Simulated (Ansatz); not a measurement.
Results of r²SCAN+rVV10 in Ansatz (plane waves, PAW) for NiAs-type NiSb.

Run with plane-wave cutoff 500 eV, 12×12×8 k mesh (along the axes of the cell as run), Fermi–Dirac smearing 0.05 eV, no spin polarisation, scalar-relativistic PAW data made under PBE.

Computed at the level's own relaxed cell.

What does this level give for the volume per atom, equilibrium lattice constant a and c axis length?


- volume per atom: 16.93 Å³/atom
- equilibrium lattice constant a: 3.916 Å
- c axis length: 5.098 Å

Measured, for comparison: lattice constant a 3.946 Å, lattice parameter c 5.148 Å (temperature not stated, no zero-point or thermal correction; as tabulated in Wikipedia's data pages). Computed (rounded) less measured: lattice constant a -0.8 %, lattice parameter c -1.0 %. A static lattice is as a rule a little smaller and stiffer than an uncorrected measurement, which narrows the difference in the lattice constant a, lattice parameter c and would widen misses of the other sign.

Spin–orbit coupling is not included.

Static lattice: no zero-point or thermal effects.

Ansatz is a quantum-chemistry and plane-wave program.
